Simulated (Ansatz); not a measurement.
The starting structures come from a database of crystals and need not be the phases stable at ambient conditions.

Data:

```
CELL_PARAMETERS angstrom
      5.16934     0.00000     0.00000
      2.58467     4.47678     0.00000
      2.58467     1.49226     4.52600
ATOMIC_POSITIONS crystal
  Li 0.50000 0.50000 0.50000
  Ta 0.00000 0.00000 0.00000
  F  0.86097 0.24539 0.24397
  F  0.13903 0.75461 0.75603
  F  0.24539 0.64967 0.24397
  F  0.75461 0.35033 0.75603
  F  0.64967 0.86097 0.24397
  F  0.35033 0.13903 0.75603
```

Space group of this cell: R-3. The cell is taken as given; by r2SCAN its mean pressure is -0.7 GPa.

Transport runs along the normal of the first two printed cell vectors, the (001) plane of the conventional cell.

No gap correction and no spin-orbit coupling; mid-gap values are interpolated between computed energies.

State the band gap and the smallest decay constant κ at mid-gap according to r2SCAN run with Ansatz (a quantum-chemistry and plane-wave program).

Gap 7.04 eV on a 8×8×8 mesh; κ = 0.634 1/Å, at the zone centre.
